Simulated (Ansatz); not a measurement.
K2Se under a change: biaxial strain −2.50 %, plane normal [001], relaxed out of plane

The reference is K2Se in the anti-fluorite structure (space group Fm-3m, No. 225; a = 7.610 Å). Axes: x, y, z lie along the cube axes.

Now apply this change: biaxial strain −2.50 %, plane normal [001], relaxed out of plane (Cartesian); in-plane vectors clamped, the third vector and the atoms free.

Computed with PBEsol/PAW in Ansatz (a first-principles code), spin-orbit coupling left out. Settings: 8×8×8 k-points, 0.05 eV Fermi–Dirac smearing.

The volume per atom falls by 1.17 Å³ (36.72 Å³ → 35.55 Å³) and the shortest interatomic distance shrinks by 0.034 Å to 3.261 Å. The energy rises by 5.1 meV/atom and the band gap increases by 0.02 eV to 2.13 eV. The gap character amounts to indirect, M → Γ and the smallest direct gap increases by 0.07 eV, from 2.27 eV to 2.34 eV. The electron mass stays 0.31 mₑ (at Γ) and the valley order (the lowest conduction-band minima on the path, energy above the VBM, named in the base's zone) goes from Γ 2.11 eV; X along ⟨100⟩ 3.29 eV to Γ 2.13 eV; X along [001] 3.19 eV; X along [100] 3.27 eV. The out-of-plane strain amounts to +1.84 % and the ratio −ε⊥/ε∥ is 0.74. The mean in-plane stress (compression positive) amounts to +0.9 GPa.

Final structure (turned so that z lies along the plane normal):

```
CELL_PARAMETERS angstrom
      5.24633     0.00000     0.00000
      0.00000     5.24633     0.00000
      2.62316    -2.62316     3.87492
ATOMIC_POSITIONS crystal
  K  0.75000 0.75000 0.50000
  K  0.25000 0.25000 0.50000
  Se 0.00000 0.00000 0.00000
```

Effective masses come from finite differences of ±0.01 Å⁻¹. Whether these cells are dynamically stable was not tested. k-point labels follow each cell's own Brillouin zone.
